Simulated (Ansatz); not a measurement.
CsPbCl3 (Amm2, No. 38, 10 atoms in the cell; start mp-675524) was calculated with HSE06 (PAW; Ansatz, a program for electronic structure).

Run with plane-wave cutoff 460 eV, 4×4×4 k mesh, Fermi–Dirac smearing 0.01 eV, scalar-relativistic PAW data made under PBE.

Cell (relaxed with PBEsol):

```cif
data_Cl12Cs4Pb4
_chemical_formula_sum 'Cs4 Pb4 Cl12'
_space_group_name_H-M_alt 'Amm2'
_space_group_IT_number 38
_space_group_name_Hall 'A 2 -2'
_cell_length_a 5.68823
_cell_length_b 11.00089
_cell_length_c 11.01462
_cell_angle_alpha 90.000
_cell_angle_beta 90.000
_cell_angle_gamma 90.000
loop_
_atom_site_label
_atom_site_type_symbol
_atom_site_symmetry_multiplicity
_atom_site_Wyckoff_symbol
_atom_site_fract_x
_atom_site_fract_y
_atom_site_fract_z
_atom_site_occupancy
Cs1 Cs 2 b 0.50000 0.50000 0.49966 1
Cs2 Cs 2 b 0.50000 0.50000 0.96862 1
Pb1 Pb 4 d 0.00000 0.25306 0.24291 1
Cl1 Cl 4 d 0.00000 0.18741 0.49209 1
Cl2 Cl 4 e 0.50000 0.24532 0.24218 1
Cl3 Cl 2 a 0.00000 0.00000 0.81563 1
Cl4 Cl 2 a 0.00000 0.00000 0.18975 1
```
(The calculation used a cell of 10 atoms; values per cell refer to that cell.)

Predict the band gap and direct gap at Γ.


- band gap: 2.96 eV (on the SCF k mesh)
- direct gap at Γ: 4.53 eV

Note: cell and atoms aren't relaxed at this level (largest force component 0.03 eV/Å, pressure 1.3 GPa).

Spin–orbit coupling is not included; with these elements it can move the gap by several tenths of an eV or more.

A start named mp-… is a Materials Project structure, which need not be a measured phase.
